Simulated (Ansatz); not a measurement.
The parent structure is HfN in the rock salt structure (space group Fm-3m, No. 225; a = 4.502 Å; relaxed with 0.1 eV smearing).

Computed with PBEsol (Ansatz, a quantum-chemistry and plane-wave program, PAW, no spin-orbit coupling).

Base values:

| Quantity | Value |
|---|---|
| Pressure | 0.0 GPa |

Perturbation: the cell is scaled by 1.0150 in all directions; the atoms relax in the strained cell.

Task: What does the calculation give for the pressure and energy relative to the base after the change?

Result: The pressure goes from zero to -11.5 GPa; the energy goes up by 19 meV/atom.

No phonon test of stability was made. All final runs are without spin polarisation. An odd electron count without spin: HfN.
